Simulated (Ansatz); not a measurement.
# HfCdO₃ in the cubic perovskite structure (space group Pm-3m, No. 221; a model cell, its experimental status unchecked)

```xyz
5
Lattice="4.0712 0.0000 0.0000 0.0000 4.0712 0.0000 0.0000 0.0000 4.0712" Properties=species:S:1:pos:R:3 pbc="T T T"
Cd     0.0000     0.0000     0.0000
Hf     2.0356     2.0356     2.0356
O      0.0000     2.0356     2.0356
O      2.0356     2.0356     0.0000
O      2.0356     0.0000     2.0356
```

Method: r2SCAN (Ansatz, a quantum-chemistry and plane-wave program; PAW; 500 eV plane waves; spin-orbit coupling left out). Settings: 8×8×8 k-points, 0.05 eV Fermi–Dirac smearing.

The volume per atom is 13.50 Å³, the density comes out as 8.34 g/cm³ and the band gap is zero. The total energy is -5142.286 eV/atom (σ→0; compares only within this code and set-up).

Spin-orbit coupling, missing from the scalar runs, can matter with Hf. Stability against distortions was not tested. All final runs are without spin polarisation. Many cubic perovskites are stable only at high temperature; tilts and polar distortions were not tested. A zero or small gap of HfCdO3 can be the functional's error rather than a property of the material.
